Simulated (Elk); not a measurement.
Elk run on MnGa₄ (Im-3m, 5 atoms in the cell): self-consistent single point.

Method: Elk with PBEsol, all-electron FP-LAPW, Elk's shipped species files, default APW+lo basis.

The change in words: lattice scaled by 0.98. Reference geometry:
```yaml
crystal:
  lattice:
    - [-2.77187, 2.77187, 2.77187]
    - [2.77187, -2.77187, 2.77187]
    - [2.77187, 2.77187, -2.77187]
  atoms:
    - { symbol: Mn, position: [0.00000, 0.00000, 0.00000], spin: 4.0 }
    - { symbol: Ga, position: [0.00000, 0.00000, 0.50000] }
    - { symbol: Ga, position: [0.00000, 0.50000, 0.00000] }
    - { symbol: Ga, position: [0.50000, 0.50000, 0.50000] }
    - { symbol: Ga, position: [0.50000, 0.00000, 0.00000] }
```
(The spins are starting values, not results.)

Reference input (self-consistent single point, DFT, PBEsol, all-electron FP-LAPW, Elk's shipped species files, default APW+lo basis): xctype = 22; spinpol = true; rgkmax = 7; stype = 3; swidth = 0.00367493 Ha; ngridk = 6 6 6; reducebf = 0.5; rmtscf = 0.89; nempty = 8 per atom; bfcmt = [[0.0, 0.0, -4.0], [0.0, 0.0, 0.0], [0.0, 0.0, 0.0], [0.0, 0.0, 0.0], [0.0, 0.0, 0.0]]. This run's input differs from it in these lines:

```diff
@@ -28,5 +28,5 @@
 avec
-   -5.2380657044    5.2380657044    5.2380657044
-    5.2380657044   -5.2380657044    5.2380657044
-    5.2380657044    5.2380657044   -5.2380657044
+   -5.1333049573    5.1333049573    5.1333049573
+    5.1333049573   -5.1333049573    5.1333049573
+    5.1333049573    5.1333049573   -5.1333049573
```

Output, abridged:

```
│ Self-consistent loop started │
│ Loop number : 1 │
 total energy                :     -8949.46832314
 total moment                :   0.9938899621
│ Loop number : 2 │
 total energy                :     -8947.54718477
 total moment                :   0.9948565226
RMS change in Kohn-Sham potential (target) :    1.198240000     (  0.1000000000E-05)
Absolute change in total energy (target)   :    1.921138365     (  0.1000000000E-03)
│ Loop number : 3 │
 total energy                :     -8949.58598160
 total moment                :   0.9924302065
RMS change in Kohn-Sham potential (target) :    1.208642762     (  0.1000000000E-05)
   [... lines left out ...]
│ Loop number : 29 │
 total energy                :     -8928.37214606
 total moment                :  -0.2695806832
RMS change in Kohn-Sham potential (target) :   0.1031024855E-05 (  0.1000000000E-05)
Absolute change in total energy (target)   :   0.2944650078E-04 (  0.1000000000E-03)
│ Loop number : 30 │
 total energy                :     -8928.37218020
 total moment                :  -0.2693934458
RMS change in Kohn-Sham potential (target) :   0.1852935769E-06 (  0.1000000000E-05)
Absolute change in total energy (target)   :   0.2677677730E-04 (  0.1000000000E-03)
Convergence targets achieved

│ Loop number : 31 │

Energies :
 Fermi                       :     0.276275083076
 xc effective B-field        :    -0.218438206535E-02
 external B-field            :      0.00000000000
 total energy                :     -8928.37217755
 (external B-field energy excluded from total)

Density of states at Fermi energy :    59.81642622
 (states/Hartree/unit cell)

Estimated indirect band gap :   0.1012478417E-02
 from k-point     10 to k-point     15
Estimated direct band gap   :   0.2089854370E-02
 at k-point     10

Charges :
 core                        :    82.00000000
 valence                     :    67.00000000
 interstitial                :    8.686339078
 muffin-tins (core leakage)
  species :    1 (Mn)
   atom    1                 :    23.58243118     (  0.9320721972E-10)
  species :    2 (Ga)
   [... lines left out ...]
 muffin-tins
  species :    1 (Mn)
   atom    1                 :  -0.2938702211
  species :    2 (Ga)
   atom    1                 :   0.5950808433E-02
   atom    2                 :   0.5950808433E-02
   atom    3                 :   0.5950808433E-02
   atom    4                 :   0.5950808433E-02
 total in muffin-tins        :  -0.2700669873
 total moment                :  -0.2693649695

│ Self-consistent loop stopped │
```

The run converged in 31 iterations. The count includes the last loop, which Elk runs after its targets are met. Against the reference run the free energy rises by 11.9 meV/atom and the size of the net moment moves little (0.08 to 0.05 μB/atom).

The starting cell comes from a database of computed structures (which also holds hypothetical and non-ambient phases and stackings), without a prior relaxation at this level. For this run, on top of that: lattice scaled by 0.98. The moments shrank to a small part of their start, a low-spin state that need not be the lowest. Values depend on the basis (sphere radii, cutoffs, local orbitals), which need not be converged. The log's line on a gap gives a spacing of levels on this mesh, which the program prints for metals too.

Cost on one core of a shared machine: roughly 70 s.
